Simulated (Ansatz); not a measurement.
Start from NaCl in the zinc blende structure (space group F-43m, No. 216; a = 6.254 Å; a hypothetical phase, not in the database extracts checked).

(Cell as relaxed with PBE.)

Levels (all Ansatz, a program for electronic structure, PAW): PBE (420 eV, no spin-orbit coupling); PBEsol (420 eV, no spin-orbit coupling).

Each level relaxes its own structure.

```csv
base,PBE,PBEsol
volume per atom,30.57 Å³,29.48 Å³
lattice parameter a,6.254 Å,6.178 Å
band gap,4.85 eV,4.84 eV
```

Now apply this change: a negative pressure, −1 GPa.

```csv
quantity,PBE,PBEsol
electron mass,0.50 mₑ (at Γ),___
mean gap deformation potential ΔEg/Δln V,-2.3 eV,___
shift of the gap caused by the change,-0.16 eV,___
lattice parameter a,6.401 Å,___
```

### Question
Given the PBE results, estimate those of PBEsol.

### Answer

- electron mass, PBEsol: 0.49 mₑ (at Γ)
- mean gap deformation potential ΔEg/Δln V, PBEsol: -2.0 eV
- shift of the gap caused by the change, PBEsol: -0.14 eV
- lattice parameter a, PBEsol: 6.316 Å

PBE's shift of the gap caused by the change lies 0.026 eV below PBEsol's; PBE's lattice parameter a lies 0.085 Å above PBEsol's (1.3 %). Neither level is exact; PBEsol is the comparison here, not a measurement.

Load acts through the strain it causes; cell and atoms are relaxed under it. Masses are band curvatures over ±0.01 Å⁻¹ around the edge. No phonon test of stability was made.
